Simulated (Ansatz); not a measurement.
For LuAu₂ (I4/mmm, No. 139; structure not from a measured cell), PBEsol (plane waves, PAW; Ansatz, a first-principles code) gives:

| Property | Result |
|---|---|
| lattice constant a | 3.615 Å |
| lattice parameter c | 8.848 Å |

What does r²SCAN in Ansatz (PAW) give for the same quantities?


- lattice constant a: 3.651 Å (goes up by 1.0 %)
- lattice parameter c: 8.910 Å (rises by 0.7 %)

Changes are worked out from the printed values.

Unless a cell is named, each level is at its own relaxed cell (PBEsol 19.27, r²SCAN 19.79 Å³/atom).

Levels without +SOC leave out spin–orbit coupling, which shifts energies and cells of such heavy elements.

Caveats: the relaxation could not lower the start's symmetry, so the cell can be a saddle point above a distorted one (PBEsol, r²SCAN). Ansatz's density-functional and Hartree–Fock values are scalar-relativistic unless marked +SOC, with PAW data made under PBE.
